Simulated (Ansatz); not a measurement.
TaS2 (model structure, started from the anatase type, I4₁/amd, No. 141, 6 atoms in the cell): properties by level of theory

```json
[
 {"level (code)": "PBE (Ansatz)", "equilibrium lattice constant a (Å)": "4.860", "c axis length (Å)": "9.842"},
 {"level (code)": "PBEsol (Ansatz)", "equilibrium lattice constant a (Å)": "4.805", "c axis length (Å)": "9.593"},
 {"level (code)": "PBE-D3(BJ) (Ansatz)", "equilibrium lattice constant a (Å)": "4.815", "c axis length (Å)": "9.579"}
]
```

Ansatz's density-functional and Hartree–Fock values are scalar-relativistic unless marked +SOC, with PAW data made under PBE.

The computed numbers hold no vibrational or temperature effects.

A model structure was made by putting elements into a prototype or built by hand; it is no filed structure, need not be a known phase, and can be a saddle point held by its symmetry.

Ansatz is an electronic-structure program.
